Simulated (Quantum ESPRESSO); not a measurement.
A self-consistent single point of NaCl (Fm-3m, 2 atoms in the cell) with Quantum ESPRESSO.

Method of the run: LDA (PZ), GBRV 1.5 ultrasoft (LDA) pseudopotentials (plane waves; Quantum ESPRESSO 7.5).

```xyz
2
Lattice="-2.8200 0.0000 2.8200 0.0000 2.8200 2.8200 -2.8200 2.8200 0.0000" Properties=species:S:1:pos:R:3 pbc="T T T"
Na     0.0000     0.0000     0.0000
Cl    -2.8200     2.8200     2.8200
```

Reference input (self-consistent single point, DFT, PBE, plane waves, SSSP 1.1.2 efficiency (PBE) pseudopotentials): ecutwfc = 40 Ry; ecutrho = 320 Ry; occupations = smearing; smearing = fermi-dirac; degauss = 0.00147 Ry; potentials = {Na: na_pbe_v1.5.uspp.F.UPF, Cl: cl_pbe_v1.4.uspp.F.UPF}; K_POINTS = automatic 10 10 10 0 0 0; conv_thr = 1e-10 Ry. This run's input differs from it in these lines:

```diff
@@ -14,3 +14,3 @@
    ecutwfc = 40
-   ecutrho = 320
+   ecutrho = 200
    occupations = 'smearing'
@@ -23,4 +23,4 @@
 ATOMIC_SPECIES
-Na    22.9898  na_pbe_v1.5.uspp.F.UPF
-Cl    35.4500  cl_pbe_v1.4.uspp.F.UPF
+Na    22.9898  na_lda_v1.5.uspp.F.UPF
+Cl    35.4500  cl_lda_v1.4.uspp.F.UPF
 ATOMIC_POSITIONS {crystal}
```

Log, with long lists cut:

```
     Self-consistent Calculation

     iteration #  1     ecut=    40.00 Ry     beta= 0.70

     Threshold (ethr) on eigenvalues was too large:
     Diagonalizing with lowered threshold

     negative rho (up, down):  1.422E-02 0.000E+00

     total energy              =    -128.67086972 Ry
     estimated scf accuracy    <       0.04219007 Ry

     iteration #  2     ecut=    40.00 Ry     beta= 0.70

     negative rho (up, down):  1.371E-02 0.000E+00

     total energy              =    -128.68202256 Ry
     estimated scf accuracy    <       0.01070134 Ry

     iteration #  3     ecut=    40.00 Ry     beta= 0.70

     negative rho (up, down):  1.349E-02 0.000E+00

     total energy              =    -128.68415513 Ry
     estimated scf accuracy    <       0.00017759 Ry

   [... 2 blocks of this kind left out ...]

     iteration #  6     ecut=    40.00 Ry     beta= 0.70

     negative rho (up, down):  1.352E-02 0.000E+00

     total energy              =    -128.68417207 Ry
     estimated scf accuracy    <       0.00000004 Ry

     iteration #  7     ecut=    40.00 Ry     beta= 0.70

     negative rho (up, down):  1.352E-02 0.000E+00
     End of self-consistent calculation

     the Fermi energy is     3.4685 ev

!    total energy              =    -128.68417208 Ry
     estimated scf accuracy    <          5.1E-12 Ry
     smearing contrib. (-TS)   =       0.00000000 Ry
     internal energy E=F+TS    =    -128.68417208 Ry

     convergence has been achieved in   7 iterations

     negative rho (up, down):  1.352E-02 0.000E+00

     Forces acting on atoms (cartesian axes, Ry/au):

     atom    1 type  1   force =     0.00000000    0.00000000   -0.00000000
     atom    2 type  2   force =     0.00000000   -0.00000000   -0.00000000

     Total force =     0.000000     Total SCF correction =     0.000000

     negative rho (up, down):  1.352E-02 0.000E+00
          total   stress  (Ry/bohr**3)                   (kbar)     P=      -23.29
  -0.00015832   0.00000000   0.00000000          -23.29        0.00        0.00
   0.00000000  -0.00015832  -0.00000000            0.00      -23.29       -0.00
   0.00000000  -0.00000000  -0.00015832            0.00       -0.00      -23.29

   JOB DONE.
```

The run converged in 7 iterations. Against the reference run the pressure goes from 0.87 to -2.33 GPa and the gap on the mesh goes from 5.105 to 4.686 eV.

The starting cell has typed, rounded lattice constants, without a prior relaxation at this level.
